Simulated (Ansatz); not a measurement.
Start from HgS in the zinc blende structure (space group F-43m, No. 216; a = 5.812 Å). Axes: x, y, z lie along the cube axes.

The values are results of plane-wave PAW DFT at the LDA level (Ansatz, an electronic-structure program, 420 eV), scalar-relativistic without spin-orbit coupling, not measurements.

Before the change:

| Quantity | Value |
|---|---|
| Band gap | zero |

It is then changed as follows: tensor shear ε_xy = +0.86 % (engineering shear γ = 0.0172); the atoms relax in the strained cell.

Question: What does the calculation give for the band gap and largest internal atomic displacement after the change?

Answer: The band gap stays zero; the largest internal atomic displacement comes out as 0.014 Å.

With Hg present, leaving out spin-orbit coupling can change the band edges. Stability against distortions was not tested. The final runs are not spin-polarised. Gaps under 0.05 eV, about the width of the smearing, are given as zero. A zero or small gap of HgS can be the functional's error rather than a property of the material.
